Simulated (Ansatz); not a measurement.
# Short convergence ladders for BN (F-43m, 2 atoms in the cell)

```yaml
crystal:
  lattice:
    - [0.00000, 1.79846, 1.79846]
    - [1.79846, 0.00000, 1.79846]
    - [1.79846, 1.79846, 0.00000]
  atoms:
    - { symbol: B, position: [0.00000, 0.00000, 0.00000] }
    - { symbol: N, position: [0.25000, 0.25000, 0.25000] }
```

Base method: PBE (plane waves, PAW; Ansatz, a first-principles code).

Base settings: basis.ecutwfc = 420 eV; kpoints.mp_grid.grid = 12 12 12; hamiltonian.xc = pbe; hamiltonian.pseudopotentials = {kind: paw} (the program's default PAW files); scf.occupations.method = fermi_dirac; scf.occupations.width = 0.02 eV.

Core times come from one kind of shared machine, to one figure; runs under 30 s give none.

**Zone-centre phonons against the cutoff**

In this ladder: scf.occupations.method = fixed; scf.occupations.width = default; phonons.method = dfpt; phonons.dielectric = true; phonons.rigid_motions = translations.

The mesh stays at the base's, so the ladder's end is converged at best in this setting alone.

Frequencies are those of the unrelaxed cell, without the LO-TO term of polar crystals.

Only quantities that move along the ladder and can be compared are tabulated.

ε∞ and Born charges come from denser meshes that the program picks itself.

| basis.ecutwfc | highest zone-centre frequency (cm⁻¹) | largest Born charge (mean of the diagonal) (e) | mean ε∞ |
|---|---|---|---|
| 210 eV | 1071.1 | 1.839 | 4.793 |
| 250 eV | 1121.5 | 1.876 | 4.626 |
| 295 eV | 1086.5 | 1.901 | 4.596 |
| 355 eV | 1060.3 | 1.904 | 4.592 |
| 420 eV | 1056.2 | 1.903 | 4.591 |
| 505 eV | 1056.7 | 1.903 | 4.591 |
| 630 eV | 1056.6 | 1.903 | 4.591 |

Coarsest basis.ecutwfc that holds the highest zone-centre frequency within 5 cm⁻¹ of the last step, with all finer ones: 355 eV; the step before is off by 30 cm⁻¹.

Coarsest basis.ecutwfc that holds the mean ε∞ within 0.1 of the last step, with all finer ones: 250 eV; the step before is off by 0.20.

Coarsest basis.ecutwfc that holds the largest Born charge (mean of the diagonal) within 0.05 e of the last step, with all finer ones: 250 eV; the step before is off by 0.064 e.

**The q mesh of the phonons**

In this ladder: scf.occupations.method = fixed; scf.occupations.width = default; phonons.method = dfpt; phonons.dielectric = true; phonons.rigid_motions = translations.

Only quantities that move along the ladder and can be compared are tabulated.

Thermal sums run over frequencies interpolated from this q mesh.

| phonons.qmesh | zero-point energy (meV/atom) | vibrational free energy at 300 K (meV/atom) | core time / last (rough) |
|---|---|---|---|
| 1 1 1 | 141.83 | 137.31 | – |
| 2 2 2 | 159.08 | 156.07 | – |
| 3 3 3 | 159.35 | 156.47 | 0.2 |
| 4 4 4 | 159.49 | 156.69 | 0.3 |
| 6 6 6 | 159.50 | 156.71 | 1 |

Coarsest phonons.qmesh that holds the vibrational free energy at 300 K within 1 meV/atom of the last step, with all finer ones: 2 2 2; the step before is off by 19 meV/atom.

Coarsest phonons.qmesh that holds the zero-point energy within 1 meV/atom of the last step, with all finer ones: 2 2 2; the step before is off by 18 meV/atom.

On the base run: the starting cell has typed, rounded lattice constants, without a prior relaxation at this level. Its lattice was rescaled by up to half a per cent. In the base run, with a pressure of about 9 GPa the cell is away from its equilibrium volume at this level.

Keys are those of Ansatz 0.2.
